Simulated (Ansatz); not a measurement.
Cell and atoms of amorphous Cu₂₀Sn₁₀O₃₀:

```yaml
crystal:
  lattice:
    - [9.47883, 0.00000, 0.00000]
    - [0.00000, 9.47883, 0.00000]
    - [0.00000, 0.00000, 9.47883]
  atoms:
    - { symbol: Cu, position: [0.15074, 0.92679, 0.14863] }
    - { symbol: Cu, position: [0.96726, 0.49998, 0.34640] }
    - { symbol: Cu, position: [0.67085, 0.31070, 0.33279] }
    - { symbol: Cu, position: [0.12419, 0.76541, 0.39955] }
    - { symbol: Cu, position: [0.22330, 0.93917, 0.85597] }
    - { symbol: Cu, position: [0.16807, 0.28674, 0.49353] }
    - { symbol: Cu, position: [0.64773, 0.15007, 0.06639] }
    - { symbol: Cu, position: [0.82200, 0.21544, 0.53708] }
    - { symbol: Cu, position: [0.35680, 0.11661, 0.38261] }
    - { symbol: Cu, position: [0.12834, 0.03697, 0.62512] }
    - { symbol: Cu, position: [0.01852, 0.16548, 0.21147] }
    - { symbol: Cu, position: [0.99652, 0.80102, 0.64979] }
    - { symbol: Cu, position: [0.92110, 0.78161, 0.19572] }
    - { symbol: Cu, position: [0.88847, 0.97433, 0.00654] }
    - { symbol: Cu, position: [0.56940, 0.90147, 0.04446] }
    - { symbol: Cu, position: [0.37703, 0.78161, 0.26614] }
    - { symbol: Cu, position: [0.34255, 0.62652, 0.48496] }
    - { symbol: Cu, position: [0.95992, 0.17470, 0.84746] }
    - { symbol: Cu, position: [0.34404, 0.10860, 0.09467] }
    - { symbol: Cu, position: [0.95910, 0.38130, 0.05929] }
    - { symbol: Sn, position: [0.64203, 0.59065, 0.16259] }
    - { symbol: Sn, position: [0.95491, 0.47976, 0.69841] }
    - { symbol: Sn, position: [0.28000, 0.43472, 0.21672] }
    - { symbol: Sn, position: [0.69233, 0.62511, 0.53263] }
    - { symbol: Sn, position: [0.63430, 0.96067, 0.38267] }
    - { symbol: Sn, position: [0.67052, 0.01497, 0.73758] }
    - { symbol: Sn, position: [0.65855, 0.40481, 0.87873] }
    - { symbol: Sn, position: [0.11694, 0.62857, 0.95416] }
    - { symbol: Sn, position: [0.46923, 0.68308, 0.82025] }
    - { symbol: Sn, position: [0.30274, 0.30200, 0.82045] }
    - { symbol: O, position: [0.86848, 0.98720, 0.81084] }
    - { symbol: O, position: [0.64263, 0.81211, 0.21597] }
    - { symbol: O, position: [0.61501, 0.18718, 0.86740] }
    - { symbol: O, position: [0.68761, 0.12620, 0.25898] }
    - { symbol: O, position: [0.53024, 0.89304, 0.83962] }
    - { symbol: O, position: [0.98944, 0.30867, 0.57143] }
    - { symbol: O, position: [0.42165, 0.93443, 0.39719] }
    - { symbol: O, position: [0.33937, 0.91225, 0.10006] }
    - { symbol: O, position: [0.96398, 0.67340, 0.80070] }
    - { symbol: O, position: [0.96292, 0.97574, 0.19001] }
    - { symbol: O, position: [0.45502, 0.46211, 0.82300] }
    - { symbol: O, position: [0.05086, 0.91554, 0.49847] }
    - { symbol: O, position: [0.15257, 0.46175, 0.79503] }
    - { symbol: O, position: [0.49084, 0.66559, 0.60701] }
    - { symbol: O, position: [0.64421, 0.62877, 0.94104] }
    - { symbol: O, position: [0.73046, 0.47310, 0.68144] }
    - { symbol: O, position: [0.41476, 0.59973, 0.16335] }
    - { symbol: O, position: [0.91458, 0.60742, 0.51666] }
    - { symbol: O, position: [0.06187, 0.36010, 0.22683] }
    - { symbol: O, position: [0.33101, 0.30882, 0.38433] }
    - { symbol: O, position: [0.85923, 0.59791, 0.18662] }
    - { symbol: O, position: [0.71768, 0.84079, 0.54520] }
    - { symbol: O, position: [0.88057, 0.36520, 0.87909] }
    - { symbol: O, position: [0.31639, 0.29998, 0.04790] }
    - { symbol: O, position: [0.19323, 0.58056, 0.36654] }
    - { symbol: O, position: [0.26897, 0.74660, 0.84325] }
    - { symbol: O, position: [0.15905, 0.11984, 0.80483] }
    - { symbol: O, position: [0.65043, 0.11620, 0.54993] }
    - { symbol: O, position: [0.63106, 0.50610, 0.36834] }
    - { symbol: O, position: [0.65215, 0.38232, 0.09318] }
```

Computed with PBE, scalar-relativistic without spin-orbit coupling (plane waves to 420 eV, PAW; Ansatz, a first-principles code). Neutral PBE cell, which sets geometry, pressure and energy: sampling: a 2×2×2 Γ-centred mesh; Fermi-Dirac width 0.02 eV; no spin polarisation.

A CHGNet melt-quench gave the starting glass, which DFT then relaxed. O atoms were pushed apart under 1.9 Å during the dynamics, to hinder bonds among them. The hot cell started wider than the set density and was brought back towards it in steps. It is the lowest in DFT energy of 2 quenches. It is a model cell: composition and starting density were chosen by hand, and all elements were melted together. No dispersion term was used. Its density started from a set value of 5.80 and ended at 5.73 g/cm³. Cooling (nominally 190 K/ps over its main leg) ran many orders faster than in experiment, which tends to leave more defects and strain. Values belong to this one cell and scatter from quench to quench. The volume was free in the relaxation, at fixed shape.

**Question.** Give the pressure, the energy against reference phases and the spacing of the highest filled and lowest empty levels.

**Answer.** 
```json
{
 "Pressure on a 2×2×2 Γ-centred mesh": "0.01 GPa",
 "Largest force and stress component on that mesh (the relaxation ran on the zone centre alone)": "0.19 eV/Å and 1.1 GPa",
 "Energy relative to cuprite + rutile SnO2 (lowest mix at this level among the phases computed, not always the ambient ones)": "0.213 eV/atom",
 "Gap on a 2×2×2 Γ-centred mesh (PBE)": "within the smearing (under twice its width)"
}
```

The levels at the Fermi energy are partly filled. A closed spacing in one fast-quenched cell at PBE doesn't show the material to be a metal.

Bonds are counted up to Cu-Cu 2.90 Å, Cu-Sn 2.98 Å, Cu-O 2.42 Å, Sn-Sn 3.06 Å, Sn-O 2.64 Å, O-O 1.58 Å. Two cations that share two anions don't count as bonded, nor two that share one unless they lie closer than Cu-Cu 2.82 Å, Cu-Sn 2.90 Å, Sn-Sn 2.97 Å.
